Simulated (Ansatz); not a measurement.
# Ga2O3, response to strain

Start from Ga$_{2}$O$_{3}$ in the corundum structure (space group R-3c, No. 167; a = 5.058 Å, c = 13.623 Å (hexagonal axes)). Axes: x lies along a and z along c of the hexagonal cell.

Strains are applied to the cell and any free atomic positions relax.

Method: Ansatz (a first-principles code), PBE, PAW, cutoff 420 eV, no spin-orbit coupling.

Notes on the quantities. energy relative to the base: free energy F; pressure: mean of the normal stresses, compression positive.

| case | electron mass | energy relative to the base | smallest direct gap | pressure | volume per atom |
|---|---|---|---|---|---|
| base | 0.21 mₑ (at Γ) | 0 meV/atom | 2.63 eV | 0.1 kbar | 10.06 Å³ |
| uniaxial strain ε_zz = −3.00 % | 0.22 mₑ (at Γ) | +9.4 meV/atom | 2.83 eV | 59.5 kbar | 9.76 Å³ |
| uniaxial strain ε_zz = −2.25 % | 0.22 mₑ (at Γ) | +5.3 meV/atom | 2.80 eV | 43.8 kbar | 9.83 Å³ |
| uniaxial strain ε_zz = −1.50 % | 0.22 mₑ (at Γ) | +2.3 meV/atom | 2.78 eV | 28.7 kbar | 9.91 Å³ |
| uniaxial strain ε_zz = −0.75 % | 0.21 mₑ (at Γ) | +0.6 meV/atom | 2.71 eV | 14.1 kbar | 9.98 Å³ |

Effective masses come from finite differences of ±0.01 Å⁻¹. Stability against distortions was not tested.
